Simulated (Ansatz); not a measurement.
Reference: InAlSb2 (P-4m2), PBEsol, rigid bands (plane waves, PAW, scalar-relativistic; Ansatz, a program for electronic structure); axes and stresses refer to this cell.

```
AlInSb2
1.0
    4.48178     0.00000     0.00000
    0.00000     4.48178     0.00000
    0.00000     0.00000     6.31730
Al In Sb
1 1 2
Direct
  0.00000   0.00000   0.00000
  0.50000   0.50000   0.50000
  0.00000   0.50000   0.23341
  0.50000   0.00000   0.76659
```

* **band gap**: 0.49 eV
* **hole conductivity mass**: 0.31 mₑ
* **hole mass along x**: 0.29 mₑ

Task: Change: functional r2SCAN on the same cell. What happens to band gap, hole conductivity mass, hole mass along x?

Result: band gap rises to 1.04 eV; hole conductivity mass grows to 0.32 mₑ; hole mass along x grows to 0.30 mₑ.

Masses are for dilute carriers at 300 K, harmonic means over directions unless an axis is named. Spin-orbit coupling is left out unless a row names it; without it the gap and masses of crystals with these elements can be far off. 

Computed structure with no diffraction record at hand here (it may be known, metastable or hypothetical): InAlSb2 (P-4m2).
